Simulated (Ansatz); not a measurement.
These are PBE (plane waves to 420 eV, PAW; Ansatz, a first-principles code) values and carry that method's errors.

Electrostatic potential energy of an electron, averaged over planes parallel to the surface, in eV from the Fermi level, for O on the 1x1 (111) surface of fcc Ni, ferromagnetic, one in a 1x1 cell, started at the site 'hollow Ni-Ni-Ni over Ni at depth 4.0 Å':

```tsv
z (Å)	V (eV)
5.38	5.05
5.67	5.05
5.95	5.05
6.23	5.05
6.52	5.04
6.80	5.03
7.08	5.00
7.37	4.95
7.65	4.84
7.93	4.61
8.22	4.14
8.50	3.14
8.78	1.02
9.07	-5.03
9.35	-14.27
9.63	-20.24
9.92	-19.00
10.20	-11.40
10.48	-3.02
10.77	-0.51
11.05	-4.84
11.33	-13.78
11.62	-20.13
11.90	-19.52
12.18	-12.32
12.47	-3.61
12.75	-0.31
13.03	-3.51
13.32	-12.15
13.60	-19.39
13.88	-20.09
14.17	-13.79
14.45	-4.84
14.73	-0.31
15.02	-1.71
15.30	-9.37
15.58	-18.45
15.87	-22.12
16.15	-18.86
16.43	-13.36
16.72	-10.83
17.00	-9.48
17.28	-4.33
17.57	2.65
17.85	5.78
18.13	6.56
18.42	6.83
18.70	6.92
18.98	6.95
19.27	6.96
19.55	6.96
19.83	6.96
20.12	6.97
20.40	6.97
20.68	6.97
20.97	6.97
21.25	6.97
```

Model: 5-atom slab, 6.0 Å thick at the start under the adsorbate (thin: gaps and levels are the slab's own), 14x14x1 mesh, Fermi-Dirac 0.1 eV, dipole correction, 2 atoms held, the rest relaxed; symmetry of the start imposed; spin-polarised, no spin-orbit, no U, no dispersion correction. At the end it is bonded to 3 Ni. In PBE it is, or lies within 0.03 eV of, the lowest of the starts that converged.

Question: The surface cell has an area of 5.36 Å². What dipole along the normal does the step between the two vacuum levels imply?

Answer: the top vacuum level lies 1.92 eV above the bottom one; p = −ε₀ A ΔV (ε₀ = 0.005526 e/(V·Å)) gives -0.06 e·Å a cell.
